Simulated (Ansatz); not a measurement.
**SiC: energy against strain**

SiC (4H polytype, P6_3mc, 10.498 Å³/atom and stress up to 0.01 GPa in the relaxed cell, c along z) under an equal strain ε in the (0001) plane with the normal axis free, as in a coherent film. PBE in Ansatz, a plane-wave DFT program (PAW, default set), 420 eV, 12×12×4 Γ-centred mesh, Fermi-Dirac smearing 0.05 eV; ions are relaxed, or left where forces stay under 0.02 eV/Å, within the symmetry of each cell.

Here s stands for strain and y for E less E0.

| strain (%) | E less E0 (meV/atom) |
|---|---|
| -1.50 | 8.85 |
| -0.75 | 2.17 |
| 0.00 | 0.00 |
| 0.75 | 2.10 |
| 1.50 | 8.27 |
| 3.00 | ? |

The 5 complete rows are fitted with a parabola, y against s. Least squares gives y = -0.003 - 0.1640·s + 3.8057·s². Residuals (row less fit): 0.044, -0.091, 0.003, 0.085, -0.044; standard error 0.098 (degrees of freedom: 2). The quadratic coefficient over the volume, 3.8057 meV × 10⁴ × 0.1602 / 10.498 Å³, is the biaxial elastic modulus of this plane = 581 ± 7 GPa (± standard error of the fit, which holds the terms cut off).

Question: What does the fit predict for y at s = 3.00, and how far is the calculated value from it?

Answer: y = -0.003 - 0.1640 × 3.00 + 3.8057 × 3.00² = 33.756 meV/atom. The calculation gives 31.93 meV/atom, 1.826 meV/atom below the prediction (5.7 % of the range of y in the table). The row lies outside the fitted rows, so this is an extrapolation. From the scatter of the fitted rows alone, a prediction at this place has a standard error of 0.404 meV/atom, so the miss is 4.5 times that.

A polynomial of degree 3 through the 8 other runs of the series gives 31.90 there, so most of the miss is curvature that the fit leaves out. The start is a measured cell from the literature; how it stands against other phases or cation orders wasn't checked. Rows are the converged runs of the series near zero and its far end; series whose fitted rows scatter by over a few per cent of the range, as at a crossing or softening among them, aren't shown in this form, nor equations of state whose B0' disagrees with the runs' pressures. Most that stay on the fit to the last digits aren't either.
